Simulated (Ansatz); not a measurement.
For LaF (P6₃/mmc, No. 194; start mp-1184996), LDA (PAW; Ansatz, a first-principles code) gives:

- lattice parameter a: 4.255 Å
- c axis length: 5.180 Å
- bulk modulus B0: 80.7 GPa

### Question
What does r²SCAN (Ansatz, plane waves, PAW) give for the same quantities?

### Answer

- lattice constant a: 4.324 Å (increases by 1.6 %)
- lattice parameter c: 5.416 Å (increases by 4.6 %)
- bulk modulus: 64.2 GPa (shrinks by 20 %)

Changes are worked out from the printed values.

Unless a cell is named, each level is at its own relaxed cell (LDA 20.30, r²SCAN 21.92 Å³/atom).

Caveats: the bulk modulus is −V dP/dV from two relaxed cells at ±2 % in volume (LDA, r²SCAN); the relaxation could not lower the start's symmetry, so the cell can be a saddle point above a distorted one (LDA, r²SCAN). Ansatz's density-functional and Hartree–Fock values are scalar-relativistic unless marked +SOC, with PAW data made under PBE.

A start named mp-… is a Materials Project structure, which can be a computed phase never made.
